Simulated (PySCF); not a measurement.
PySCF 2.14.0, MP2 (frozen core)/cc-pvdz: C=C([SiH2]N)[C@@H](C)CN, 22 atoms. The geometry is a generated start, not checked to be a minimum at this level.

```yaml
task: mp2
basis: cc-pvdz
two_electron_scheme: exact four-centre integrals
frozen_core: true
mf.init_guess: minao (default)
mf.DIIS: CDIIS (default)
mf.diis_space: 8 (default)
mf.conv_tol: 1e-09 (default)
basis functions (reference run): 186
```

On 4 threads, 1 BLAS thread. Build: conda-forge: OpenMP (GNU), OpenBLAS with its own threads, libcint, Libxc. One run each, on a shared machine, so no times are given.

Values of mol.max_memory tried: 8000 MB, 4000 MB, 2000 MB, 1000 MB, 500 MB, 300 MB, 200 MB.

**Question.** How low can the memory setting go, and what changes on the way?

**Answer.** It runs down to 200 MB, the lowest tried, with the same result. At 8000 MB: SCF integrals in memory, transformation in memory. From 1000 MB down: direct SCF, transformation through a file.

```tsv
mol.max_memory	path	peak memory
8000 MB	SCF integrals in memory, transformation in memory	1.8 GiB
4000 MB	SCF integrals in memory, transformation in memory	1.8 GiB
2000 MB	SCF integrals in memory, transformation in memory	1.8 GiB
1000 MB	direct SCF, transformation through a file	1.3 GiB
500 MB	direct SCF, transformation through a file	1.3 GiB
300 MB	direct SCF, transformation through a file	1.3 GiB
200 MB	direct SCF, transformation through a file	1.3 GiB
```

Peak memory is the kernel's count for the largest process, libraries included and scratch files not. The peak passes the setting at 1000 MB, 500 MB, 300 MB, 200 MB: it is no hard cap. MP2's transformation through a file may take 2000 MB even at lower settings.
